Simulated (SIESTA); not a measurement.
Band structure of Zr4CuNi (I422, 6 atoms in the cell).

```
Zr4CuNi
1.0
   -3.29512     3.29512     2.60385
    3.29512    -3.29512     2.60385
    3.29512     3.29512    -2.60385
Zr Cu Ni
4 1 1
Direct
  0.41119   0.91119   0.82238
  0.91119   0.08881   0.50000
  0.08881   0.58881   0.17762
  0.58881   0.41119   0.50000
  0.50000   0.50000   0.00000
  0.00000   0.00000   0.00000
```

Level of theory: GGA PBEsol, numerical atomic orbitals DZP, PseudoDojo PBEsol standard norm-conserving potentials (rewritten from UPF to PSML) (SIESTA 5.4.2).

Settings: XC.functional = GGA; XC.authors = PBEsol; potentials = PseudoDojo PBEsol standard; PAO.BasisSize = DZP; PAO.EnergyShift = 0.01 Ry; MeshCutoff = 400 Ry; kgrid.MonkhorstPack = 5 5 5; OccupationFunction = MP; OccupationMPOrder = 0; ElectronicTemperature = 136 meV; MaxSCFIterations = 150; SCF.Mixer.Method = Pulay; SCF.Mixer.Weight = 0.2; SCF.Mixer.History = 8.

The starting cell comes from a database of computed structures (which also holds hypothetical and non-ambient phases and stackings), without a prior relaxation at this level. Spin polarisation is off. Values carry the incompleteness of an atom-centred basis.

Levels in eV from the Fermi level, bands 40 to 45:
```json
[
 {"point": "Γ", "40": "-0.50", "41": "-0.50", "42": "-0.43", "43": "-0.16", "44": "0.22", "45": "0.22"},
 {"point": "X", "40": "-0.86", "41": "-0.86", "42": "-0.70", "43": "-0.14", "44": "0.19", "45": "0.42"},
 {"point": "M", "40": "-0.74", "41": "-0.74", "42": "-0.49", "43": "-0.07", "44": "0.55", "45": "1.04"},
 {"point": "Z", "40": "-0.85", "41": "-0.56", "42": "-0.54", "43": "-0.01", "44": "0.62", "45": "1.20"},
 {"point": "P", "40": "-0.34", "41": "-0.13", "42": "-0.11", "43": "-0.11", "44": "-0.09", "45": "0.24"},
 {"point": "N", "40": "-0.62", "41": "-0.26", "42": "-0.24", "43": "0.30", "44": "0.49", "45": "0.65"},
 {"point": "Z1", "40": "-0.85", "41": "-0.56", "42": "-0.54", "43": "-0.01", "44": "0.62", "45": "1.20"}
]
```

Bands cross the Fermi level along this path, so the cell is metallic at this level.

Higher empty bands are left out: an atom-centred basis made for the valence describes them poorly.
